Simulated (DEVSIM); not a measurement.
System: abrupt Si n-p junction, at 500 K.

| layer (left to right) | material | thickness (μm) | Nd (cm⁻³) | Na (cm⁻³) | τn (s) | τp (s) |
|---|---|---|---|---|---|---|
| 1 | Si | 17.0 | 3.7e17 | - | 3.5e-5 | 3.5e-5 |
| 2 | Si | 68.0 | - | 8.3e14 | 3.5e-5 | 3.5e-5 |

Left contact: ohmic. Right contact: ohmic. Voltage is applied to the left contact. Recombination: SRH at mid-gap, radiative. Mobility is constant in doping.

This is a model device: material constants are rounded textbook-type values typed into the input, and sizes, dopings and lifetimes were drawn at random. Values at 300 K; Nc and Nv go as T^1.5, mobilities as T to minus their exponent, the gap by Varshni's rule with the affinity fixed.

```tsv
parameter	Si
gap (eV)	1.124
affinity (eV)	4.05
permittivity	11.7
Nc (cm⁻³)	2.86e19
Nv (cm⁻³)	3.1e19
μn (cm²/Vs)	1417
μp (cm²/Vs)	470
T exponent of μn	2.3
T exponent of μp	2.2
B (cm³/s)	4.7e-15
Varshni α (eV/K)	0.000473
Varshni β (K)	636
```

DEVSIM, 1D drift-diffusion, Boltzmann statistics, complete ionisation; no tunnelling, impact ionisation, image-force lowering or self-heating.

### Question
Tabulate band edges, carrier densities and field at -0.9 V on the left contact.

### Answer
Energies count from the Fermi level of the right contact; mesh points crowd at the junctions.

```json
[
 {"x (μm)": "0.000", "Ec (eV)": "1.120", "Ev (eV)": "0.055", "n (cm⁻³)": "3.7e17", "p (cm⁻³)": "2.0e11", "field (V/cm)": "-14"},
 {"x (μm)": "0.05117", "Ec (eV)": "1.120", "Ev (eV)": "0.055", "n (cm⁻³)": "3.7e17", "p (cm⁻³)": "1.9e14", "field (V/cm)": "-14"},
 {"x (μm)": "0.2111", "Ec (eV)": "1.120", "Ev (eV)": "0.055", "n (cm⁻³)": "3.7e17", "p (cm⁻³)": "7.8e14", "field (V/cm)": "-13"},
 {"x (μm)": "0.7111", "Ec (eV)": "1.119", "Ev (eV)": "0.054", "n (cm⁻³)": "3.7e17", "p (cm⁻³)": "2.6e15", "field (V/cm)": "-13"},
 {"x (μm)": "3.429", "Ec (eV)": "1.116", "Ev (eV)": "0.050", "n (cm⁻³)": "3.8e17", "p (cm⁻³)": "1.2e16", "field (V/cm)": "-13"},
 {"x (μm)": "10.07", "Ec (eV)": "1.108", "Ev (eV)": "0.042", "n (cm⁻³)": "4.0e17", "p (cm⁻³)": "3.2e16", "field (V/cm)": "-12"},
 {"x (μm)": "14.80", "Ec (eV)": "1.103", "Ev (eV)": "0.037", "n (cm⁻³)": "4.2e17", "p (cm⁻³)": "4.5e16", "field (V/cm)": "-11"},
 {"x (μm)": "16.53", "Ec (eV)": "1.101", "Ev (eV)": "0.035", "n (cm⁻³)": "4.2e17", "p (cm⁻³)": "4.9e16", "field (V/cm)": "-11"},
 {"x (μm)": "16.87", "Ec (eV)": "1.100", "Ev (eV)": "0.035", "n (cm⁻³)": "4.2e17", "p (cm⁻³)": "5.0e16", "field (V/cm)": "-11"},
 {"x (μm)": "16.98", "Ec (eV)": "1.101", "Ev (eV)": "0.036", "n (cm⁻³)": "4.1e17", "p (cm⁻³)": "5.2e16", "field (V/cm)": "1200"},
 {"x (μm)": "17.01", "Ec (eV)": "1.139", "Ev (eV)": "0.073", "n (cm⁻³)": "1.7e17", "p (cm⁻³)": "1.2e17", "field (V/cm)": "7300"},
 {"x (μm)": "17.14", "Ec (eV)": "1.146", "Ev (eV)": "0.080", "n (cm⁻³)": "1.5e17", "p (cm⁻³)": "1.5e17", "field (V/cm)": "-17"},
 {"x (μm)": "17.49", "Ec (eV)": "1.145", "Ev (eV)": "0.080", "n (cm⁻³)": "1.4e17", "p (cm⁻³)": "1.5e17", "field (V/cm)": "-17"},
 {"x (μm)": "18.58", "Ec (eV)": "1.143", "Ev (eV)": "0.078", "n (cm⁻³)": "1.4e17", "p (cm⁻³)": "1.4e17", "field (V/cm)": "-18"},
 {"x (μm)": "24.54", "Ec (eV)": "1.132", "Ev (eV)": "0.067", "n (cm⁻³)": "1.3e17", "p (cm⁻³)": "1.3e17", "field (V/cm)": "-19"},
 {"x (μm)": "40.66", "Ec (eV)": "1.096", "Ev (eV)": "0.031", "n (cm⁻³)": "9.5e16", "p (cm⁻³)": "9.6e16", "field (V/cm)": "-26"},
 {"x (μm)": "69.35", "Ec (eV)": "0.978", "Ev (eV)": "-0.088", "n (cm⁻³)": "3.5e16", "p (cm⁻³)": "3.6e16", "field (V/cm)": "-70"},
 {"x (μm)": "80.02", "Ec (eV)": "0.859", "Ev (eV)": "-0.206", "n (cm⁻³)": "1.3e16", "p (cm⁻³)": "1.3e16", "field (V/cm)": "-190"},
 {"x (μm)": "83.92", "Ec (eV)": "0.730", "Ev (eV)": "-0.335", "n (cm⁻³)": "3.4e15", "p (cm⁻³)": "4.2e15", "field (V/cm)": "-660"},
 {"x (μm)": "84.67", "Ec (eV)": "0.657", "Ev (eV)": "-0.409", "n (cm⁻³)": "1.4e15", "p (cm⁻³)": "2.0e15", "field (V/cm)": "-1600"},
 {"x (μm)": "84.92", "Ec (eV)": "0.606", "Ev (eV)": "-0.460", "n (cm⁻³)": "5.6e14", "p (cm⁻³)": "1.1e15", "field (V/cm)": "-2600"},
 {"x (μm)": "85.00", "Ec (eV)": "0.583", "Ev (eV)": "-0.483", "n (cm⁻³)": "8.2e13", "p (cm⁻³)": "9.1e14", "field (V/cm)": "-2800"}
]
```
